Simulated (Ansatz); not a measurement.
Here is the system:

```yaml
crystal:
  lattice:
    - [0.05862, 2.93094, 2.93094]
    - [2.93094, 0.05862, 2.93094]
    - [2.98956, 2.98956, 0.00000]
  atoms:
    - { symbol: Cu, position: [0.00466, 0.00466, 0.99534] }
    - { symbol: I, position: [0.24534, 0.24534, 0.25466] }
```

No spin polarisation.

Method: LDA (Ansatz, a quantum-chemistry and plane-wave program, PAW, no spin-orbit coupling). k-mesh 10×10×10 (Γ-centred); smearing 0.05 eV (Fermi–Dirac).

Question: Estimate the band gap.

Answer: 1.17 eV.

Question: What is the computed valence-band top at Γ (three highest levels, from the VBM)?

Answer: 0.00, -0.05, -0.08 eV.

With I present, leaving out spin-orbit coupling can change the band edges. The cells carry an imposed strain or load. Stability against distortions was not tested. The final runs are not spin-polarised. The cell was made from CuI in the zinc blende structure (space group F-43m, No. 216) by this change: tensor shear ε_xy = +2.00 %.
